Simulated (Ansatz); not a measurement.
The parent structure is Y in the hcp (Mg type) structure (space group P6_3/mmc, No. 194; a = 3.681 Å, c = 5.721 Å; relaxed with 0.1 eV smearing). Axes: x lies along a and z along c of the hexagonal cell.

Calculations: Ansatz (an electronic-structure program) r2SCAN, no spin-orbit coupling, earlier PAW set.

One thing is altered: uniaxial stress, 0.5 GPa compression along z, with the cell and atoms free to relax against it.

Q: Predict the new energy relative to the base.

A: The energy grows by 0.4 meV/atom.

Q: Predict the new strain response.

A: The strain response (xx, yy, zz) amounts to (+0.14, +0.14, −0.73) %.

Stability under load was not tested beyond the relaxation. The final runs are not spin-polarised.
